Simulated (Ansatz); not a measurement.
Consider KI in the rock salt structure (space group Fm-3m, No. 225; a = 7.006 Å).

Level of theory: PBEsol (Ansatz, a program for electronic structure, PAW, no SOC).

Strains are applied to the cell and any free atomic positions relax.

One change was made to it. Results:

The gap character stays direct at Γ; the band gap decreases by 0.03 eV to 3.84 eV; the pressure drops by 1.8 kbar (0.1 kbar → -1.7 kbar).

Task: Which of these changes matches the shifts?
A) isotropic strain +3.00 %
B) isotropic strain −3.00 %
C) isotropic strain −2.50 %
D) isotropic strain −1.50 %
E) isotropic strain +0.50 %

Result: E, isotropic strain +0.50 %. For comparison, the band gap in the other runs: isotropic strain −3.00 % gives 4.09 eV; isotropic strain +3.00 % gives 3.69 eV; isotropic strain −1.50 % gives 3.98 eV; isotropic strain −2.50 % gives 4.05 eV.

Spin-orbit coupling, missing from the scalar runs, can matter with I. Whether these cells are dynamically stable was not tested.
